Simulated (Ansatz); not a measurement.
Input and output of a relaxation of cell and atoms for MgTl (Pm-3m, 2 atoms in the cell) (Ansatz, a program for electronic structure).

Computed with PBEsol, default PAW files made with PBE (plane waves; Ansatz).

```yaml
crystal:
  lattice:
    - [3.63780, 0.00000, 0.00000]
    - [0.00000, 3.63780, 0.00000]
    - [0.00000, 0.00000, 3.63780]
  atoms:
    - { symbol: Mg, position: [0.00000, 0.00000, 0.00000] }
    - { symbol: Tl, position: [0.50000, 0.50000, 0.50000] }
```

Reference input (self-consistent single point, DFT, PBEsol, plane waves, default PAW files made with PBE): kpoints.mp_grid.grid = 7 7 7; hamiltonian.xc = pbesol; hamiltonian.pseudopotentials = {kind: paw} (the program's default PAW files); scf.occupations.method = gaussian; scf.occupations.width = 0.272 eV. This run's input differs from it in these lines:

```diff
@@ -16,2 +16,4 @@
   occupations: { method: gaussian, width: 0.272 }
+relax:
+  cell: {}
 output:
```

Output, abridged:

```
   [... SCF lines of the steps left out ...]
relax step   1: F+E_penalty+E_count = -13207.90309294 eV  Δ(F+E_penalty+E_count) = +0.000e0 eV  max|allowed force component| = 2.352e-29 eV/Å  Δτ_max = 0.0000 Å  P = -0.962 GPa  Ω = 48.141 Å³  (6 SCF iters, dr2 threshold 1.00e-7 eV, accepted)
relax step   2: F+E_penalty+E_count = -13207.90690444 eV  Δ(F+E_penalty+E_count) = -3.811e-3 eV  max|allowed force component| = 3.349e-29 eV/Å  Δτ_max = 0.0000 Å  P = -0.132 GPa  Ω = 47.098 Å³  energy of the carried Pulay correction = +1.819e-4 eV  [...]
relax step   3: F+E_penalty+E_count = -13207.90699582 eV  Δ(F+E_penalty+E_count) = -9.138e-5 eV  max|allowed force component| = 4.733e-30 eV/Å  Δτ_max = 0.0000 Å  P = +0.008 GPa  Ω = 46.936 Å³  energy of the carried Pulay correction = +2.104e-4 eV  [...]
relax step   4: F+E_penalty+E_count = -13207.90677944 eV  Δ(F+E_penalty+E_count) = +2.164e-4 eV  max|allowed force component| = 7.420e-30 eV/Å  Δτ_max = 0.0000 Å  P = +0.009 GPa  Ω = 46.936 Å³  stress off target by 8.54e-3 GPa  SCF on the basis [...]
basis re-selected at this cell: Δ(F+E_penalty+E_count) = +2.164e-4 eV, ΔP = +0.000 GPa vs the last step
the relaxation is at rest under the 48 symmetry operations that the run kept from its start: a minimum is not shown …
Stability not checked: this state was not tested for a lower state beside it, because too few of the mixer's solves of this state at the end of the SCF gave a …
Free energy (F): -13207.906779 eV
Internal energy: -13207.882030 eV  (E = F + TS)
   [... lines left out ...]
Fermi energy:    9.449944 eV
   [... lines left out ...]
to start a new deck from the relaxed geometry:
  cell:  # Å, volume = 46.9360 Å³
    - [3.6071865059551502, -6.5802606433230555e-34, -3.851859888774472e-34]
    - [-6.5802606433230555e-34, 3.6071865059551502, 0.0]
    - [-3.851859888774472e-34, 0.0, 3.6071865059551502]
  atoms:
    - { symbol: Mg, position: [-2.8952744471479454e-36, -6.204159529648598e-37, 1.37870211730735e-37] }
    - { symbol: Tl, position: [0.5, 0.5, 0.5] }
```

The run converged. 

Summary of the result:
| Item | Result |
|---|---|
| Free energy E − TS (on the zero of these files) | -13207.9068 eV |
| Fermi level (on the code's own zero) | 9.45 eV |
| Pressure | 0.01 GPa |
| Final cell | a = 3.6072 Å, b = 3.6072 Å, c = 3.6072 Å, α = 90.00°, β = 90.00°, γ = 90.00° |
| Final volume per atom | 23.47 Å³ |
| Relaxation steps | 4 |

The starting cell comes from a database of computed structures (which also holds hypothetical and non-ambient phases and stackings), without a prior relaxation at this level. The relaxation keeps the symmetry of its start, so its end need not be a minimum. Ansatz's pressure includes its estimate of the finite-basis (Pulay) stress.

Keys are those of Ansatz 0.2.
